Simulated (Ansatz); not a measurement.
**Surface dipole against coverage: Na on fcc Pt (100)**

One Na atom in each cell of a four-layer slab of fcc Pt (100), started at a fourfold hollow site; the adatom and the upper two layers relax, with a dipole correction. Δφ is the change of the top face's work function against the clean slab's 5.63 eV. By the Helmholtz relation an adatom's dipole is μ = |Δφ|/(0.377 eV × n) in debye, for n adatoms per nm². In Topping's model neighbouring dipoles depolarise each other, so that 1/μ = (1 + 9α·n^(3/2))/μ0 is a line in x = n^(3/2). The numbers are results of PBE (plane waves to 420 eV, PAW; Ansatz, a quantum-chemistry and plane-wave program), not measurements. All cells sample the k points of the 1×1 cell's 12×12×1 mesh, with Fermi-Dirac smearing of 0.1 eV (energies taken to zero smearing), without spin polarisation or spin-orbit coupling.

```csv
cell,x (nm⁻³),1/μ (1/D),n (nm⁻²),Δφ (eV)
4×3,1.09,0.279,1.06,-1.43
3×3,1.67,0.289,1.41,-1.84
4×2,2.00,0.304,1.59,-1.97
3×2,3.06,0.319,2.11,-2.49
2×2,5.64,?,3.17,?
```

Taking a straight line for 1/μ over the 4 complete rows: With u = x - 2.0, the rows have u = -0.9100, -0.3300, 0.0000, 1.0600. Means: u -0.045000, 1/μ 0.2978. About the means, the sum of products is 0.042475 and the sum of squares of u is 2.0525; the slope is their ratio. Least squares gives 1/μ = 0.2987 + 0.02069·u. Residuals (row less fit): -0.0009, -0.0029, 0.0053, -0.0016; standard error 0.0045 (degrees of freedom: 2). At x = 0 the line gives 1/μ0 = 0.257, so a lone adatom carries about 3.9 D, its positive end outward; slope over intercept is 9α, which puts α at roughly 8.9 Å³, a figure that hangs on Δφ's last digit.

What does the fit predict for 1/μ at x = 5.64, and how far is the calculated value from it?

u = 3.6400, so 1/μ = 0.2987 + 0.02069 × 3.6400 = 0.3740 1/D. The calculation gives 0.365 1/D, 0.0090 1/D below the prediction (10.5 % of the range of 1/μ in the table). The row lies outside the fitted rows, so this is an extrapolation.

The model takes a square or triangular net of point dipoles; the 4×2, 3×2 and 4×3 nets are stretched, and dense layers bond among themselves. Only series are tabulated where Δφ keeps its sign and exceeds 0.12 eV, and the fitted rows scatter about the line by under a tenth of the table's range (standard error).

As a change of work function, the prediction is 0.377 × 3.17/0.374 = 3.20 eV in size, against 3.27 eV from the run.

Each row is one calculation, so residuals can be the form's limits or numerical noise.
